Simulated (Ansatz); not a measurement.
Results of PBEsol (plane waves, PAW; Ansatz, a program for electronic structure) for CsCl-type CuZn.

From the output:

```
Crystal: 2 atoms, lattice volume = 24.115 Å³
Basis set: ecut = 520 eV, 619 PW (Γ), exchange–correlation on 48×48×48 points (8 copies of the dense FFT grid, shifted against one another)
Bands: 20, of which v1, the nominal top of the filled ones, is band 16 counted from 1 (15 counted from 0)
Symmetry: 48 space group operations
Space group: Pm-3m (ITA 221), of the structure as read, at distance tolerance 2.9e-5 Å
k-points: 220 of 5832
Functional: x = pbesol(κ = 0.804, μ = 0.12345679012345678), c = pbesol(β = 0.046)
SCF iter   1: F=—  HF=-9869.891097 eV  |F-HF|=—  |Δ(HF+E_count)|=         —  Δρ=1.34e-2  dr2=2.27e-2
SCF iter   2: F=—  HF=-9869.885631 eV  |F-HF|=—  |Δ(HF+E_count)|=   5.47e-3  Δρ=2.01e-3  dr2=6.13e-4
  ...
SCF iter   6: F=—  HF=-9869.885399 eV  |F-HF|=—  |Δ(HF+E_count)|=   3.12e-6  Δρ=7.39e-6  dr2=3.11e-9
SCF iter   7: F=-9869.885399 eV  HF=-9869.885399 eV  |F-HF|=7.28e-12  |Δ(HF+E_count)|=   4.77e-9  Δρ=2.75e-7  dr2=9.17e-12
SCF 1 converged in 7 iterations: F = -9869.885399 eV  dr2 = 9.17e-12
SCF converged after 7 iterations
Free energy (F): -9869.885399 eV
Internal energy: -9869.881271 eV  (E = F + TS)
E sigma→0 (E₀):  -9869.883335 eV
Fermi energy:    15.431531 eV
--- Forces (eV/Å), atoms counted from 1 ---
  atom   1  Zn     0.00000000     0.00000000     0.00000000
  atom   2  Cu    -0.00000000     0.00000000     0.00000000
--- Stress (GPa, compression-positive) ---
        2.909645       0.000000       0.000000
        0.000000       2.909645       0.000000
        0.000000       0.000000       2.909645
  P = ⅓ Tr σ = 2.9096 GPa (29.096 kbar)
```

Q: Write an input file that produces this run.

A: This is not unique; one that fits is 
Ansatz 0.2 input:
```yaml
crystal:
  lattice:
    - [2.8890882429, 0.0, 0.0]
    - [0.0, 2.8890882429, 0.0]
    - [0.0, 0.0, 2.8890882429]
  atoms:
    - { symbol: Zn, position: [0.5, 0.5, 0.5] }
    - { symbol: Cu, position: [0.0, 0.0, 0.0] }
basis:
  ecutwfc: 520
  ecutrho_ratio: 4
  xc_grid: 2
kpoints:
  mp_grid: { grid: [18, 18, 18] }
hamiltonian:
  xc: pbesol
  dispersion: none
  pseudopotentials: { kind: paw }
scf:
  occupations: { method: fermi_dirac, width: 0.05 }
  convergence: { dr2_threshold: 0.0000000002 }
output:
  forces: true
  stress: true
  eigenvalues: true
```

The cell is one volume of an energy–volume scan, off the minimum.

The PAW data were made under PBE.

The result took roughly 7 core-seconds.
